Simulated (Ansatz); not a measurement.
System: CuI (Cmcm, No. 63, 4 atoms in the cell; start mp-1007922; a measured phase of this formula has another space group). Method: r²SCAN+rVV10 (Ansatz, a quantum-chemistry and plane-wave program, PAW).

Numerical settings: plane-wave cutoff 560 eV, 6×6×8 k mesh (along the axes of the cell as run), Fermi–Dirac smearing 0.01 eV, no spin polarisation, scalar-relativistic PAW data made under PBE.

Cell (relaxed at this level):

```
CuI
1.0
    3.51450    -3.59677     0.00000
    3.51450     3.59677     0.00000
    0.00000     0.00000     4.31859
Cu I
2 2
Direct
  0.41687   0.58313   0.75000
  0.58313   0.41687   0.25000
  0.77760   0.22240   0.75000
  0.22240   0.77760   0.25000
```

**Question.** Predict the band gap.

**Answer.** 
- band gap = 1.31 eV (on the SCF k mesh)

Note: the relaxation could not lower the start's symmetry, so the cell can be a saddle point above a distorted one.

Spin–orbit coupling is not included; with these elements it can move the gap by several tenths of an eV or more.

The computed numbers hold no vibrational or temperature effects.

The result took roughly 4 core-minutes.

A start named mp-… is a Materials Project structure, which need not be a measured phase.
